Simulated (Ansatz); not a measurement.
Results of PBE (PAW; Ansatz, a first-principles code) for GeSb4Te7 (P-3m1, No. 164, 12 atoms in the cell; start mp-29641).

Run with plane-wave cutoff 500 eV, 12×12×2 k mesh (along the axes of the cell as run), Fermi–Dirac smearing 0.05 eV, scalar-relativistic PAW data made under PBE.

Cell (relaxed at this level):

```
CELL_PARAMETERS angstrom
      4.32047     0.00000     0.00000
     -2.16023     3.74163     0.00000
      0.00000     0.00000    24.56314
ATOMIC_POSITIONS crystal
  Ge 0.00000 0.00000 0.50000
  Sb 0.66667 0.33333 0.91870
  Sb 0.33333 0.66667 0.08130
  Sb 0.33333 0.66667 0.34878
  Sb 0.66667 0.33333 0.65122
  Te 0.33333 0.66667 0.84915
  Te 0.66667 0.33333 0.15085
  Te 0.00000 0.00000 0.72050
  Te 0.00000 0.00000 0.27950
  Te 0.66667 0.33333 0.43101
  Te 0.33333 0.66667 0.56899
  Te 0.00000 0.00000 0.00000
```

What does this level give for the band gap?


- band gap = 0.37 eV (on the SCF k mesh)

Note: the relaxation could not lower the start's symmetry, so the cell can be a saddle point above a distorted one.

Spin–orbit coupling is not included; with these elements it can move the gap by several tenths of an eV or more.

A start named mp-… is a Materials Project structure, which need not be a measured phase.
